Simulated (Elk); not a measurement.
A self-consistent single point of MgSb (R-3m, 2 atoms in the cell) with Elk.

Computed with PBEsol, all-electron FP-LAPW, Elk's shipped species files, APW+lo basis with extra local orbitals (Elk).

```
MgSb
1.0
    1.91954     1.10825     4.01831
   -1.91954     1.10825     4.01831
    0.00000    -2.21649     4.01831
Mg Sb
1 1
Direct
  0.00000   0.00000   0.00000
  0.50000   0.50000   0.50000
```

Reference input (self-consistent single point, DFT, LDA (PW92), all-electron FP-LAPW, Elk's shipped species files, APW+lo basis with extra local orbitals): rgkmax = 8; stype = 0; swidth = 0.00499791 Ha; ngridk = 12 12 12; gmaxvr = 16 1/bohr; nxlo = 2; lorbcnd = true; lmaxi = 2; maxscl = 100. This run's input differs from it in these lines:

```diff
@@ -2,2 +2,5 @@
   0
+
+xctype
+  22
```

Output (repeated stretches shortened):

```
│ Self-consistent loop started │
│ Loop number : 1 │
 total energy                :     -6685.56181317
│ Loop number : 2 │
 total energy                :     -6685.51689624
RMS change in Kohn-Sham potential (target) :   0.5188854115     (  0.1000000000E-05)
Absolute change in total energy (target)   :   0.4491692716E-01 (  0.1000000000E-03)
│ Loop number : 3 │
 total energy                :     -6683.44159711
RMS change in Kohn-Sham potential (target) :   0.2782570842     (  0.1000000000E-05)
Absolute change in total energy (target)   :    2.086528359     (  0.1000000000E-03)
│ Loop number : 4 │
   [... lines left out ...]
Absolute change in total energy (target)   :   0.4557229804E-03 (  0.1000000000E-03)
│ Loop number : 13 │
 total energy                :     -6680.82353718
RMS change in Kohn-Sham potential (target) :   0.8285776388E-07 (  0.1000000000E-05)
Absolute change in total energy (target)   :   0.1104219227E-03 (  0.1000000000E-03)
│ Loop number : 14 │
 total energy                :     -6680.82353745
RMS change in Kohn-Sham potential (target) :   0.4438244715E-07 (  0.1000000000E-05)
Absolute change in total energy (target)   :   0.2733917427E-04 (  0.1000000000E-03)
Convergence targets achieved

│ Loop number : 15 │

Energies :
 Fermi                       :     0.191766245309
 total energy                :     -6680.82353749

Density of states at Fermi energy :    28.83188663
 (states/Hartree/unit cell)

Estimated indirect band gap :   0.1349404927E-03
 from k-point     82 to k-point     13
Estimated direct band gap   :   0.1634106144E-01
 at k-point     40

Charges :
 core                        :    38.00000000
 valence                     :    25.00000000
 interstitial                :    3.533379047
 muffin-tins (core leakage)
  species :    1 (Mg)
   atom    1                 :    10.43695254     (  0.2220446049E-15)
  species :    2 (Sb)
   atom    1                 :    49.02966841     (  0.7956840030E-03)
 total in muffin-tins        :    59.46662095
 total calculated charge     :    62.99175061
 total charge                :    63.00000000
 error                       :   0.8249390790E-02

│ Self-consistent loop stopped │
```

The run converged in 15 iterations. The count includes the last loop, which Elk runs after its targets are met. 

The starting cell comes from a database of computed structures (which also holds hypothetical and non-ambient phases and stackings), without a prior relaxation at this level. Spin-orbit coupling is off. Values depend on the basis (sphere radii, cutoffs, local orbitals), which need not be converged. The run gives no clean gap (levels at the Fermi energy touch, overlap or are partly filled at this smearing), which alone does not show that the compound is a metal. The log's line on a gap gives a spacing of levels on this mesh, which the program prints for metals too.

Cost on one core of a shared machine: roughly 60 s.
